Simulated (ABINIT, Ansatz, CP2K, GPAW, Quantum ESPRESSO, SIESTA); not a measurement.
## One structure in several programs: Sr (P6_3/mmc, 2 atoms in the cell)

Self-consistent single point.

```yaml
crystal:
  lattice:
    - [4.25862, 0.00000, 0.00000]
    - [-2.12931, 3.68807, 0.00000]
    - [0.00000, 0.00000, 6.97482]
  atoms:
    - { symbol: Sr, position: [0.33333, 0.66667, 0.25000] }
    - { symbol: Sr, position: [0.66667, 0.33333, 0.75000] }
```

Shared settings, as Ansatz (a quantum-chemistry and plane-wave program) writes them: kpoints.mp_grid.grid = 12 12 7; scf.occupations.method = gaussian; scf.occupations.width = 0.272 eV. Potentials and cutoffs stand in the table.

```
code                                                                                                                                 model  pressure (GPa)       cutoff
----------------  ------------------------------------------------------------------------------------------------------------------------  --------------  -----------
CP2K                                                  LDA (Pade form), GPW, DZVP-MOLOPT-SR-GTH basis, GTH-PADE potentials (GTH_POTENTIALS)           -0.93  grid 500 Ry
GPAW                                                                         LDA (Perdew-Wang 92), GPAW PAW datasets LDA (gpaw-data 1.0.1)           -1.24       550 eV
Quantum ESPRESSO                                                                       LDA (PZ), GBRV 1.5 ultrasoft (LDA) pseudopotentials           -1.30        40 Ry
ABINIT                                                     LDA (PW92), norm-conserving pseudopotentials (PseudoDojo nc-sr-04 LDA standard)           -1.27        34 Ha
Ansatz                                                                                                 LDA (PW92), PAW files made with PBE           -1.26      default
SIESTA            LDA PW92, numerical atomic orbitals DZP, PseudoDojo LDA standard norm-conserving potentials (rewritten from UPF to PSML)            3.16  grid 350 Ry
```

The spread over the programs that give each value: pressure within 4.46 GPa.

CP2K and SIESTA use small atom-centred bases, whose incompleteness enters pressures, forces and empty levels differently from a plane-wave cutoff. Ansatz's pressure is given at a fixed set of plane waves, as the other plane-wave codes print theirs. The same LDA comes in different parametrisations, which differ slightly. In the pressure, SIESTA (by 4.42) lies more than 1 GPa from the median of the plane-wave programs.

The starting cell comes from a database of computed structures (which also holds hypothetical and non-ambient phases and stackings), without a prior relaxation at this level. Its lattice was rescaled by a random factor within 2.5 % of one.

Left out of this page: Elk and FLEUR (not drawn, or without a comparable value).

Keys are those of Ansatz 0.2.
